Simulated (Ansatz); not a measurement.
**How far to go with the k-point mesh: WS2 (P3m1, 3 atoms in the cell)**

```
WS2
1.0
    3.16760     0.00000     0.00000
   -1.58380     2.74322     0.00000
    0.00000     0.00000    16.86583
W S
1 2
Direct
  0.00000   0.00000   0.00297
  0.33333   0.66667   0.90800
  0.33333   0.66667   0.09200
```

Level of theory: PBEsol, default PAW files made with PBE (plane waves; Ansatz, a quantum-chemistry and plane-wave program).

Base settings: basis.ecutwfc = 420 eV; kpoints.mp_grid.grid = 9 9 2; hamiltonian.xc = pbesol; hamiltonian.pseudopotentials = {kind: paw} (the program's default PAW files); scf.occupations.method = fixed.

The second cell is the first with its lattice scaled by 0.98.

Only quantities that move along the ladder and can be compared are tabulated.

The count of work is k-points × plane waves × bands × iterations; it is no time. 

The starting cell comes from a database of computed structures (which also holds hypothetical and non-ambient phases and stackings), without a prior relaxation at this level. Its lattice was rescaled by up to half a per cent. One atom was moved a little off its site on purpose. In the base run, forces exceed 1 eV/Å. Ansatz's pressure includes its estimate of the finite-basis (Pulay) stress.

Steps (kpoints.mp_grid.grid): 2 2 1; 3 3 1; 4 4 1; 5 5 1; 6 6 1; 7 7 2; 8 8 2; 9 9 2; 10 10 2; 11 11 2; 13 13 2; 14 14 3; 15 15 3; 17 17 3; 19 19 4; 21 21 4; 23 23 4; 26 26 5.

**Question.** What is the coarsest kpoints.mp_grid.grid that holds the forces within 0.01 eV/Å of the last step, with all finer ones?

**Answer.** 5 5 1, at 0.017 of the last step's count of work; the step before is off by 0.068 eV/Å.

**Question.** What is the coarsest kpoints.mp_grid.grid that holds the energy of the compressed cell less the first within 1 meV/atom of the last step, with all finer ones?

**Answer.** 5 5 1, at 0.017 of the last step's count of work; the step before is off by 2.9 meV/atom.

**Question.** What is the coarsest kpoints.mp_grid.grid that holds the free energy within 0.5 meV/atom of the last step, with all finer ones?

**Answer.** 7 7 2, at 0.050 of the last step's count of work; the step before is off by 0.96 meV/atom.

| kpoints.mp_grid.grid | free energy less the last step's (meV/atom) | energy of the compressed cell less the first (meV/atom) | pressure (GPa) | largest difference of a force vector from the last step's (eV/Å) | count of work / last |
|---|---|---|---|---|---|
| 2 2 1 | 332.21 | 50.88 | 0.78 | 0.698 | 0.0062 |
| 3 3 1 | 5.23 | 31.43 | -0.20 | 0.207 | 0.010 |
| 4 4 1 | -19.68 | 30.40 | -0.26 | 0.068 | 0.012 |
| 5 5 1 | 0.20 | 33.64 | -0.10 | 0.004 | 0.017 |
| 6 6 1 | 0.96 | 33.46 | -0.11 | 0.007 | 0.022 |
| 7 7 2 | -0.31 | 33.26 | -0.12 | 0.002 | 0.050 |
| 8 8 2 | 0.06 | 33.32 | -0.11 | 0.001 | 0.062 |
| 9 9 2 | 0.06 | 33.31 | -0.11 | 0.001 | 0.075 |
| 10 10 2 | -0.03 | 33.30 | -0.11 | 0.000 | 0.087 |
| 11 11 2 | 0.00 | 33.30 | -0.11 | 0.000 | 0.099 |
| 13 13 2 | 0.00 | 33.30 | -0.11 | 0.000 | 0.13 |
| 14 14 3 | 0.00 | 33.30 | -0.11 | 0.000 | 0.20 |
| 15 15 3 | 0.00 | 33.30 | -0.11 | 0.000 | 0.23 |
| 17 17 3 | 0.00 | 33.30 | -0.11 | 0.000 | 0.28 |
| 19 19 4 | 0.00 | 33.30 | -0.11 | 0.000 | 0.47 |
| 21 21 4 | 0.00 | 33.30 | -0.11 | 0.000 | 0.56 |
| 23 23 4 | 0.00 | 33.30 | -0.11 | 0.000 | 0.66 |
| 26 26 5 | 0.00 | 33.30 | -0.11 | 0.000 | 1.0 |

Keys are those of Ansatz 0.2.
